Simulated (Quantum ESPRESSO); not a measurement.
Habitual settings against a tight run: Li2Al (Cmcm, 6 atoms in the cell)

Self-consistent single point.

```yaml
crystal:
  lattice:
    - [2.29000, -4.82841, 0.00000]
    - [2.29000, 4.82841, 0.00000]
    - [0.00000, 0.00000, 4.42647]
  atoms:
    - { symbol: Li, position: [0.24139, 0.75861, 0.25000] }
    - { symbol: Li, position: [0.75861, 0.24139, 0.75000] }
    - { symbol: Li, position: [0.58986, 0.41014, 0.25000] }
    - { symbol: Li, position: [0.41014, 0.58986, 0.75000] }
    - { symbol: Al, position: [0.92502, 0.07498, 0.25000] }
    - { symbol: Al, position: [0.07498, 0.92502, 0.75000] }
```

Method: PBEsol, SSSP 1.1.2 efficiency (PBE) pseudopotentials (plane waves; Quantum ESPRESSO 7.5).

Base settings: ecutwfc = 40 Ry; ecutrho = 320 Ry; occupations = smearing; smearing = cold; degauss = 0.0073499 Ry; input_dft = pbesol; potentials = {Li: li_pbe_v1.4.uspp.F.UPF, Al: Al.pbe-n-kjpaw_psl.1.0.0.UPF}; K_POINTS = automatic 11 11 10 0 0 0; conv_thr = 1e-10 Ry.

Tight run (finer mesh or higher cutoff; not a proven limit): ecutwfc: 40 Ry → 56 Ry; ecutrho: 320 Ry → 448 Ry; conv_thr: 1e-10 Ry → 7.3e-11 Ry; K_POINTS: automatic 11 11 10 0 0 0 → automatic 15 15 14 0 0 0. It gave Fermi level (on the code's own zero) 3.36 eV; pressure -0.10 GPa; largest force (vector length) 0.090 eV/Å.

Quick runs, as changes from the base:
- A: the base itself
- B: ecutwfc: 40 Ry → 32 Ry; ecutrho: 320 Ry → 256 Ry; smearing: cold → mp; degauss: 0.0073499 Ry → 0.019992 Ry; conv_thr: 1e-10 Ry → 7.3e-05 Ry; K_POINTS: automatic 11 11 10 0 0 0 → automatic 6 6 6 1 1 1
- C: ecutwfc: 40 Ry → 28 Ry; ecutrho: 320 Ry → 224 Ry; smearing: cold → gauss; degauss: 0.0073499 Ry → 0.036749 Ry; K_POINTS: automatic 11 11 10 0 0 0 → automatic 8 8 8 1 1 1
- D: ecutwfc: 40 Ry → 24 Ry; ecutrho: 320 Ry → 192 Ry; K_POINTS: automatic 11 11 10 0 0 0 → automatic 6 6 6 0 0 0
- E: ecutwfc: 40 Ry → 20 Ry; ecutrho: 320 Ry → 160 Ry; conv_thr: 1e-10 Ry → 7.3e-05 Ry; K_POINTS: automatic 11 11 10 0 0 0 → automatic 4 4 4 1 1 1
- F: ecutwfc: 40 Ry → 20 Ry; ecutrho: 320 Ry → 100 Ry; input_dft: pbesol → default; pseudopotentials: {Li: li_pbe_v1.4.uspp.F.UPF, Al: Al.pbe-n-kjpaw_psl.1.0.0.UPF} → {Li: li_lda_v1.4.uspp.F.UPF, Al: al_lda_v1.uspp.F.UPF}; K_POINTS: automatic 11 11 10 0 0 0 → automatic 2 2 2 1 1 1 [LDA (PZ)]

Energies are extrapolated to zero smearing width, which holds to low order in the width alone (under cold and Methfessel-Paxton smearing the free energy itself is taken).

Dashes: time of B, D, E, F, under 30 s; energy of F, another energy zero.

† marks runs with another functional, U, potentials or spin treatment: their distance from the tight run is not a convergence error alone.

The count of work is k-points × plane waves × bands × iterations; it is no time. Core times come from one kind of shared machine and are given to one figure; runs under 30 s give none.

The starting cell comes from a database of computed structures (which also holds hypothetical and non-ambient phases and stackings), without a prior relaxation at this level. Its lattice was rescaled by a random factor within 2.5 % of one.

| run | energy less tight (meV/atom) | pressure less tight (GPa) | largest miss in a force vector (eV/Å) | count of work / tight | core time / tight (rough) |
|---|---|---|---|---|---|
| A | -0.1 | -0.02 | 0.022 | 0.25 | 0.3 |
| B | -0.2 | -0.01 | 0.034 | 0.012 | – |
| C | 16.1 | -1.27 | 0.023 | 0.056 | 0.06 |
| D | 92.3 | -5.75 | 0.039 | 0.029 | – |
| E | 423.3 | -19.69 | 0.017 | 0.0020 | – |
| F† | – | -21.73 | 0.159 | 0.00083 | – |

Among the runs at the tight run's level, the energy misses run from 0.1 to 423.3 meV/atom.
